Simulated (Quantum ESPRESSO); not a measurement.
Input and output of a self-consistent single point for TiCo (Pm-3m, 2 atoms in the cell) (Quantum ESPRESSO).

Level of theory: LDA (PZ), PSlibrary PAW (LDA) pseudopotentials (plane waves; Quantum ESPRESSO).

```xyz
2
Lattice="2.9231 0.0000 0.0000 0.0000 2.9231 0.0000 0.0000 0.0000 2.9231" Properties=species:S:1:pos:R:3 pbc="T T T"
Ti     0.0000     0.0000     0.0000
Co     1.4616     1.4616     1.4616
```
Moments meant for the start (each program seeds them in its own way; μB, in the order of the atoms Ti Co): 1.0 3.0.

Reference input (self-consistent single point, DFT, PBE, plane waves, PSlibrary PAW (PBE) pseudopotentials): ecutwfc = 60 Ry; ecutrho = 660 Ry; occupations = smearing; smearing = gauss; degauss = 0.019992 Ry; nspin = 2; potentials = {Ti: Ti.pbe-spn-kjpaw_psl.1.0.0.UPF, Co: Co.pbe-n-kjpaw_psl.1.0.0.UPF}; K_POINTS = automatic 15 15 15 0 0 0; conv_thr = 1e-10 Ry; mixing_beta = 0.4. This run's input differs from it in these lines:

```diff
@@ -25,4 +25,4 @@
 ATOMIC_SPECIES
-Ti    47.8670  Ti.pbe-spn-kjpaw_psl.1.0.0.UPF
-Co    58.9332  Co.pbe-n-kjpaw_psl.1.0.0.UPF
+Ti    47.8670  Ti.pz-spn-kjpaw_psl.1.0.0.UPF
+Co    58.9332  Co.pz-n-kjpaw_psl.1.0.0.UPF
 CELL_PARAMETERS angstrom
```

Output (repeated stretches shortened):

```
     Self-consistent Calculation

     iteration #  1     ecut=    60.00 Ry     beta= 0.40

     total energy              =    -337.10628383 Ry
     estimated scf accuracy    <       0.66928608 Ry

     total magnetization       =     0.97 Bohr mag/cell
     absolute magnetization    =     0.97 Bohr mag/cell

     iteration #  2     ecut=    60.00 Ry     beta= 0.40

     total energy              =    -336.28159368 Ry
     estimated scf accuracy    <      19.29316102 Ry

     total magnetization       =     0.96 Bohr mag/cell
     absolute magnetization    =     1.02 Bohr mag/cell

     iteration #  3     ecut=    60.00 Ry     beta= 0.40

   [... lines left out ...]
     absolute magnetization    =     0.92 Bohr mag/cell

   [... 14 blocks of this kind left out ...]

     iteration # 18     ecut=    60.00 Ry     beta= 0.40

     total energy              =    -337.42258964 Ry
     estimated scf accuracy    <          3.4E-10 Ry

     total magnetization       =     0.00 Bohr mag/cell
     absolute magnetization    =     0.00 Bohr mag/cell

     iteration # 19     ecut=    60.00 Ry     beta= 0.40

     Magnetic moment per site  (integrated on atomic sphere of radius R)
     atom   1 (R=0.357)  charge=  9.9806  magn=  0.0000
     atom   2 (R=0.357)  charge=  7.8541  magn= -0.0000
     End of self-consistent calculation

     Number of k-points >= 100: set verbosity='high' to print the bands.

     the Fermi energy is    15.5119 ev

!    total energy              =    -337.42258964 Ry
     estimated scf accuracy    <          3.3E-11 Ry
     smearing contrib. (-TS)   =      -0.00700652 Ry
     internal energy E=F+TS    =    -337.41558312 Ry

     total magnetization       =    -0.00 Bohr mag/cell
     absolute magnetization    =     0.00 Bohr mag/cell

     convergence has been achieved in  19 iterations

     Forces acting on atoms (cartesian axes, Ry/au):

     atom    1 type  1   force =     0.00000000    0.00000000    0.00000000
     atom    2 type  2   force =     0.00000000    0.00000000    0.00000000

     Total force =     0.000000     Total SCF correction =     0.000000

          total   stress  (Ry/bohr**3)                   (kbar)     P=      -37.27
  -0.00025333   0.00000000   0.00000000          -37.27        0.00        0.00
   0.00000000  -0.00025333   0.00000000            0.00      -37.27        0.00
   0.00000000   0.00000000  -0.00025333            0.00        0.00      -37.27

   JOB DONE.
```

The run converged in 19 iterations. Against the reference run the pressure goes from 11.88 to -3.73 GPa and the size of the net moment goes from 0.34 to 0.00 μB/atom.

The starting cell comes from a database of computed structures (which also holds hypothetical and non-ambient phases and stackings), without a prior relaxation at this level. Its lattice was rescaled by a random factor within 2.5 % of one. The starting moments vanished: the run ended non-magnetic, which need not be the lowest state. With a pressure of about -4 GPa the cell is away from its equilibrium volume at this level.

Cost on one core of a shared machine: roughly 80 s.
